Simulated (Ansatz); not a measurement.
The parent structure is GaCuSe$_{2}$ in the chalcopyrite structure (space group I-42d, No. 122; a = 5.570 Å, c = 11.075 Å). Axes: x, y, z lie along a, b, c of the conventional cell.

Method: PBEsol (Ansatz, an electronic-structure program, PAW, no spin-orbit coupling).

Base values:

- Pressure: 0.00 GPa
- Shortest interatomic distance: 238.1 pm

It is then changed as follows: the cell is stretched by 1.50 % along z with no lateral relaxation, atoms relaxed at fixed cell.

Question: How does this affect the energy relative to the base?

Answer: The energy grows by 1.4 meV/atom.

Question: Estimate the effect on the pressure.

Answer: The pressure (mean of the normal stresses, compression positive) goes from zero to -1.02 GPa.

Question: What happens to the shortest interatomic distance?

Answer: The shortest interatomic distance grows by 1.2 pm to 239.3 pm.

The cells carry an imposed strain or load. Stability against distortions was not tested. The final runs are not spin-polarised.
